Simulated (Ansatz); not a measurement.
Results of PBEsol+SOC (Ansatz, a program for electronic structure, PAW) for CsTaO3 (model structure, started from the tetragonal perovskite type, P4mm, No. 99, 5 atoms in the cell).

Run with plane-wave cutoff 520 eV, 10×10×6 k mesh (along the axes of the cell as run), Fermi–Dirac smearing 0.01 eV, PAW data made under PBE.

Cell (relaxed with PBEsol):

```xyz
5
Lattice="3.8166 0.0000 0.0000 0.0000 3.8166 0.0000 0.0000 0.0000 6.0773" Properties=species:S:1:pos:R:3 pbc="T T T"
Ta     1.9083     1.9083     2.9992
Cs     0.0000     0.0000     0.0275
O      1.9083     1.9083     4.7919
O      1.9083     0.0000     2.4901
O      0.0000     1.9083     2.4901
```

Task: Give the computed band gap, smallest direct gap on the k points sampled and direct gap at Γ.

Result: 
- band gap = 2.33 eV (indirect)
- smallest direct gap on the k points sampled = 2.75 eV
- direct gap at Γ = 3.33 eV

Note: the relaxation could raise the start's symmetry but not lower it, so the cell can be a saddle point; cell and atoms aren't relaxed at this level.

Computed values are for the static lattice.

Cost on a shared machine: around 5 core-minutes (rough).

A model structure was made by putting elements into a prototype or built by hand; it is no filed structure, need not be a known phase, and can be a saddle point held by its symmetry.
